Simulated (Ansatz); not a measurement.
## YSi₂ (model structure, within 0.1 Å of P4/mmm, No. 123, 6 atoms in the cell)

Level of theory: PBEsol (PAW; Ansatz, a first-principles code).

Run with plane-wave cutoff 500 eV, 8×8×8 k mesh, Fermi–Dirac smearing 0.05 eV, scalar-relativistic PAW data made under PBE.

Cell (relaxed at this level):

```yaml
crystal:
  lattice:
    - [-2.62055, 2.62055, 4.49733]
    - [2.62055, -2.62055, 4.49733]
    - [2.62055, 2.62055, -4.49733]
  atoms:
    - { symbol: Si, position: [0.25007, 0.75007, 0.00014] }
    - { symbol: Si, position: [0.24993, 0.25007, 0.50000] }
    - { symbol: Si, position: [0.75007, 0.74993, 0.50000] }
    - { symbol: Si, position: [0.74993, 0.24993, 0.99986] }
    - { symbol: Y, position: [0.75000, 0.75000, 0.00000] }
    - { symbol: Y, position: [0.25000, 0.25000, 0.00000] }
```

```
Property          Value
--------  -------------
band gap  zero (no gap)
```

Spin–orbit coupling is not included.

The computed numbers hold no vibrational or temperature effects.

Computing time: roughly 6 core-minutes.

A model structure was made by putting elements into a prototype or built by hand; it is no filed structure, need not be a known phase, and can be a saddle point held by its symmetry.
